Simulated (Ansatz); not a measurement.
The reference is CdS in the zinc blende structure (space group F-43m, No. 216; a = 5.8778 Å). Axes: x, y, z lie along the cube axes.

The values are results of r2SCAN (Ansatz, a program for electronic structure, PAW, no spin-orbit coupling), not measurements.

Before the change:

* **Valence-band top at Γ**: 0.00, 0.00, 0.00 eV
* **Shortest interatomic distance**: 2.545 Å

It is then changed as follows: a free-standing slab of 5 layers (10 atoms, 2 a layer) is cut normal to [110], with 15 Å of vacuum and the in-plane cell held at bulk.

Q: Estimate the effect on the valence-band top at Γ and shortest interatomic distance.

A: The valence-band top at Γ (three highest levels, from the VBM) changes from 0.00, 0.00, 0.00 eV to 0.00, -0.13, -0.20 eV; the shortest interatomic distance shrinks by 0.085 Å, from 2.545 Å to 2.460 Å.

The levels and masses belong to the bands next to the band gap. No phonon test of stability was made.
